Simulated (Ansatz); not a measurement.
Input for (CdS)7/(CdSe)1 zinc blende (001) superlattice on CdSe (CdS and CdSe held in this type, which need not be the stable form):

Ansatz 0.2 input:
```yaml
crystal:
  lattice:
    - [4.38166111, 0.0, 0.0]
    - [0.0, 4.38166111, 0.0]
    - [0.0, 0.0, 22.444970662]
  atoms:
    - { symbol: Cd, position: [0.0, 0.0, 0.001800172] }
    - { symbol: S, position: [0.5, 0.0, 0.063739193] }
    - { symbol: Cd, position: [0.5, 0.5, 0.125414423] }
    - { symbol: S, position: [0.0, 0.5, 0.186952803] }
    - { symbol: Cd, position: [0.0, 0.0, 0.248509407] }
    - { symbol: S, position: [0.5, 0.0, 0.310067159] }
    - { symbol: Cd, position: [0.5, 0.5, 0.371623329] }
    - { symbol: S, position: [0.0, 0.5, 0.433178387] }
    - { symbol: Cd, position: [0.0, 0.0, 0.494733446] }
    - { symbol: S, position: [0.5, 0.0, 0.556289616] }
    - { symbol: Cd, position: [0.5, 0.5, 0.617847368] }
    - { symbol: S, position: [0.0, 0.5, 0.679403972] }
    - { symbol: Cd, position: [0.0, 0.0, 0.740942352] }
    - { symbol: S, position: [0.5, 0.0, 0.802617582] }
    - { symbol: Cd, position: [0.5, 0.5, 0.864556603] }
    - { symbol: Se, position: [0.0, 0.5, 0.933178388] }
basis:
  ecutwfc: 500
  ecutrho_ratio: 4
  xc_grid: 4
kpoints:
  mp_grid: { grid: [6, 6, 1] }
hamiltonian:
  xc: r2scan
  dispersion: none
  pseudopotentials: { kind: paw }
scf:
  n_extra_bands: 17
  occupations: { method: fermi_dirac, width: 0.01 }
  convergence: { dr2_threshold: 0.000000001 }
output:
  eigenstates:
    kpoints:
      - [0, 0, 0]
      - [0, 0, 0.5]
      - [0.5, 0.5, 0]
      - [0.5, 0, 0]
      - [0, 0.5, 0]
    e_range: [-4, 6]
    localisation: true
  eigenvalues: true
```

Level of theory: r2SCAN (plane waves to 500 eV, PAW; Ansatz, a quantum-chemistry and plane-wave program). No spin–orbit coupling. Its k-point mesh 6×6×1, Fermi–Dirac width 0.01 eV.

**Question.** What does the end of the output print (band table and long remarks left out, numbers rounded to eight decimals)?

**Answer.** 
```
SCF converged after 9 iterations
Free energy (F): -77976.776080 eV
Harris-Foulkes:  -77976.776080 eV  (|F-HF|=2.62e-10)
Internal energy: -77976.776080 eV  (E = F + TS)
E sigma→0 (E₀):  -77976.776080 eV
Fermi energy:    6.562161 eV
--- Per-component energies (eV) ---
  E_band       = -4829.780152
  E_kinetic    = 4896.747202
  E_local      = -35997.914563  (includes V_loc(G=0)·N_el)
  E_nonlocal   = -117.897370
  E_hartree    = 16632.358661
  E_xc         = -2080.709843
  E_vxc        = -2725.245884  (∫ρ·V_xc dr)
  E_paw        = -39044.293806  (= ΣΔE_a)
  E_vpaw       = -4324.651229  (= ΣTr[D̂ρ^β])
  E_aug_tail   = -0.000161  (compensation charges beyond the density's cutoff)
  E_vtau       = 174.466317  (kinetic-family band-sum trace: ∫τ·v_τ [+ j·A + Jᵃ·Aᵃ] dr)
  E_ewald      = -22258.014897
  E_core_change = -7.051303  (= ΣΔE_core)
  E_smearing   = 0.000000  (= −TS)
  E_closure    = 0.000000  (closes the sum)
  Σ components = -77976.776080   (vs F -77976.776080, Δ=0.00e0)
```

Cost: very roughly 90 core-seconds.
